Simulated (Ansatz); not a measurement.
Consider Sr3AsN in the anti-perovskite structure (space group Pm-3m, No. 221; a = 5.041 Å; a cell from a computed database, its experimental status unchecked).

The change: a hydrostatic pressure of 3 GPa.

Levels (all Ansatz, a first-principles code, PAW): PBEsol (420 eV, no spin-orbit coupling); PBEsol+SOC (420 eV, with spin-orbit coupling).

The geometry is relaxed with PBEsol.

| Quantity | Value |
|---|---|
| PBEsol band gap | 0.25 eV |
| PBEsol valence-band top at Γ | 0.00, 0.00, 0.00 eV |
| PBEsol width of the top valence band | 1.67 eV |

How does going to PBEsol+SOC change the band gap, valence-band top at Γ and width of the top valence band?

The band gap stays essentially unchanged (0.25 eV against 0.24 eV); the valence-band top at Γ (three highest Kramers pairs, from the VBM) changes from 0.00, 0.00, 0.00 eV to 0.00, 0.00, -0.02 eV; the width of the top valence band stays essentially unchanged (1.67 eV against 1.65 eV). The threefold valence maximum splits by Δso ≈ 18 meV.

Single points use the geometry relaxed with PBEsol. Differences between runs with and without spin-orbit coupling are approximate. Load acts through the strain it causes; cell and atoms are relaxed under it. Whether these cells are dynamically stable was not tested. A zero or small gap of Sr3AsN under pressure 3 GPa can be the functional's error rather than a property of the material.
